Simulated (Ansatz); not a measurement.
Consider interstitial Cd in wurtzite CdS, charge state +2. The step: one Cd atom jumps by itself; the atom moves 3.42 Å along (0.00, -0.01, -0.50) of the unit cell; the moving atom starts with neighbours Cd at 3.00, Cd at 3.02, Cd at 3.04, Cd at 3.39, 2 Cd at 3.41; 3 S at 2.65, S at 3.10, S at 3.16, S at 3.20 Å and ends with Cd at 3.01, Cd at 3.02, Cd at 3.03, 2 Cd at 3.39, Cd at 3.40; 3 S at 2.65, S at 3.14, S at 3.16, S at 3.18 Å. A PBE band in Ansatz (plane-wave PAW, one k-point at (0.125, 0.250, 0.250), 72 host sites, 27 SCF runs with any check of the saddle's order, static, no finite-size correction) gives a forward barrier of 0.45 eV. The saddle point's order was not checked. The charge state is imposed; whether it is stable for some Fermi level was not computed. Sites that were not tried may lie lower.

Single points at the band's start and saddle point can refine it. Rough cost of one point, in units of the band's mean SCF on the same machine:

| Level | Cost of one point |
|---|---|
| PBE, a 2×2×2 k-point mesh shifted by half a step along c | about 4 |
| r2SCAN at 500 eV, one k-point at (0.125, 0.250, 0.250) | under 2 |

Problem. Which of these move the barrier by more than 0.1 eV, and how far does each move it?

Solution. Not one does. PBE, a 2×2×2 k-point mesh shifted by half a step along c: 0.00 eV; r2SCAN at 500 eV, one k-point at (0.125, 0.250, 0.250): +0.04 eV. Each functional is compared with PBE at the same k-points.

Ansatz is a first-principles code.
